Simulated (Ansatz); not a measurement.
Response to strain in GaAs

The reference is GaAs in the zinc blende structure (space group F-43m, No. 216; a = 5.6028 Å).

Strains are applied to the cell and any free atomic positions relax.

All numbers come from LDA (Ansatz, a program for electronic structure), no spin-orbit coupling.

```json
[
 {"isotropic strain (%)": "-3", "pressure (GPa)": "8.4"},
 {"isotropic strain (%)": "-2.5", "pressure (GPa)": "?"},
 {"isotropic strain (%)": "-1.5", "pressure (GPa)": "3.8"},
 {"isotropic strain (%)": "-0.5", "pressure (GPa)": "1.2"},
 {"isotropic strain (%)": "0", "pressure (GPa)": "0.0"},
 {"isotropic strain (%)": "0.5", "pressure (GPa)": "-1.1"},
 {"isotropic strain (%)": "1", "pressure (GPa)": "-2.1"},
 {"isotropic strain (%)": "1.5", "pressure (GPa)": "-3.0"},
 {"isotropic strain (%)": "2", "pressure (GPa)": "-3.8"}
]
```

**Question.** Fit P = P₀ − Bδ + Cδ² with δ = (1 + ε)³ − 1 to the rows shown and predict the withheld row.

**Answer.** Least squares on the printed values gives P₀ = 0.0 GPa, B = 76.1 GPa, C = 230 GPa (largest residual 0.0 GPa); this predicts 6.8 GPa, and the run gives 6.7 GPa, in agreement.

Whether these cells are dynamically stable was not tested. The final runs are not spin-polarised.
